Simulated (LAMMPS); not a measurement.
MD of Al (fcc) at zero pressure, 4000 atoms, as a liquid; each row is its own run.

Computed with classical MD, pair style eam/alloy, file NiAlH_jea.eam.alloy (LAMMPS).

```csv
T (K),volume (Å³/atom)
510,19.132
840,19.543
930,19.639
1030,19.744
1170,19.878
1310,20.008
```

Fit a straight line, y = a + b x, to these rows (x is the first column, y the second) and predict the run at x = 750.

Least squares gives a = 18.601 and b = 0.001094. At x = 750 the fit predicts 19.422 Å³/atom. The run itself gave 19.4411 ± 0.0009 Å³/atom, so the fit is 0.098 % low.

Caution: the potential EAM-type NiAlH_jea.eam.alloy is made for Ni, Ni3Al and hydrogen in them.

Caution (rows 510; 750; 840; 930): this liquid lies under the measured melting point of 933 K, so it is undercooled or the potential melts low.

Caution: a run this short can hold a crystal over, or a liquid under, the potential's own melting point, which these runs don't give.
